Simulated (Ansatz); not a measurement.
Ti on the 1x1 (10-10) surface of wurtzite AlN (cut with top plane Al + N), one in a 2x1 cell, started at the site 'top Al #2'

Host crystal: wurtzite AlN, with a band gap (PBE, scalar-relativistic without spin-orbit coupling).

The numbers are results of PBE (plane waves to 420 eV, PAW; Ansatz, a quantum-chemistry and plane-wave program), not measurements.

Set-up: 33 atoms, 8.9 Å thick at the start under the adsorbate (thin: gaps and levels are the slab's own); mesh 3x4x1; 0.01 eV smearing; dipole correction on; 16 atoms held, the rest relaxed; held to the start's symmetry, so lower structures may exist; spin-polarised, ending with about 2.0 μB a cell; orders that need a larger cell were not tried, no spin-orbit, no U, no dispersion correction. At the end it is bonded to 5 Al + 2 N. In PBE it is, or lies within 0.03 eV of, the lowest of the starts that converged.

```yaml
adsorption energy against an atom of hcp Ti: 1.33 eV
change_of_the_step_from_the_bottom_to_the_top_vacuum_level_against_the_clean_slab: -0.28 eV
energy_released_by_relaxation: 2.07 eV
height of the binding atom over the mean of the host atoms within 0.3 Å of the top one: 1.322 Å
magnetic_moment_of_the_cell: 2.00 μB
nearest_host_atoms_of_the_binding_atom: N at 2.07 Å, N at 2.07 Å, Al at 2.48 Å
largest_move_of_a_host_atom: 0.40 Å
cost: about 13 core-minutes (a rough figure)
```

A negative adsorption energy means that the adsorbate is more stable on the surface than in its reference.
